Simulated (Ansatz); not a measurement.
# BN (model structure, started from the rocksalt type, Fm-3m, No. 225, 2 atoms in the cell)

Level of theory: r²SCAN+rVV10 (Ansatz, an electronic-structure program, PAW).

Numerical settings: plane-wave cutoff 560 eV, 16×16×16 k mesh, Fermi–Dirac smearing 0.01 eV, scalar-relativistic PAW data made under PBE.

Cell (relaxed at this level):

```
CELL_PARAMETERS angstrom
      0.00000     1.74460     1.74460
      1.74460     0.00000     1.74460
      1.74460     1.74460     0.00000
ATOMIC_POSITIONS crystal
  N  0.00000 0.00000 0.00000
  B  0.50000 0.50000 0.50000
```

```json
{
 "band_gap": "1.40 eV (on the SCF k mesh)",
 "direct gap at Γ": "10.75 eV"
}
```

Note: the relaxation could raise the start's symmetry but not lower it, so the cell can be a saddle point.

The result took very roughly 15 core-seconds.

A model structure was made by putting elements into a prototype or built by hand; it is no filed structure, need not be a known phase, and can be a saddle point held by its symmetry.
